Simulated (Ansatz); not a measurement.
GaP (model structure, started from the BN type, Pm-3n, No. 223, 12 atoms in the cell) was calculated with r²SCAN+rVV10 in Ansatz (PAW).

Run with plane-wave cutoff 560 eV, 6×6×6 k mesh, Fermi–Dirac smearing 0.01 eV, scalar-relativistic PAW data made under PBE.

Cell (relaxed at this level):

```cif
data_Ga6P6
_chemical_formula_sum 'Ga6 P6'
_space_group_name_H-M_alt 'Pm-3n'
_space_group_IT_number 223
_space_group_name_Hall '-P 4n 2 3'
_cell_length_a 6.70089
_cell_length_b 6.70089
_cell_length_c 6.70089
_cell_angle_alpha 90.000
_cell_angle_beta 90.000
_cell_angle_gamma 90.000
loop_
_atom_site_label
_atom_site_type_symbol
_atom_site_symmetry_multiplicity
_atom_site_Wyckoff_symbol
_atom_site_fract_x
_atom_site_fract_y
_atom_site_fract_z
_atom_site_occupancy
Ga1 Ga 6 c 0.00000 0.50000 0.25000 1
P1 P 6 d 0.00000 0.25000 0.50000 1
```

Problem. Estimate the band gap and Γ–Γ gap that the calculation returns.

Solution. 
* **band gap**: 1.05 eV (on the SCF k mesh)
* **Γ–Γ gap**: 1.31 eV

Note: the relaxation could raise the start's symmetry but not lower it, so the cell can be a saddle point.

Spin–orbit coupling is not included.

The computed numbers hold no vibrational or temperature effects.

Computing time: very roughly 7 core-minutes.

A model structure was made by putting elements into a prototype or built by hand; it is no filed structure, need not be a known phase, and can be a saddle point held by its symmetry.

Ansatz is a quantum-chemistry and plane-wave program.
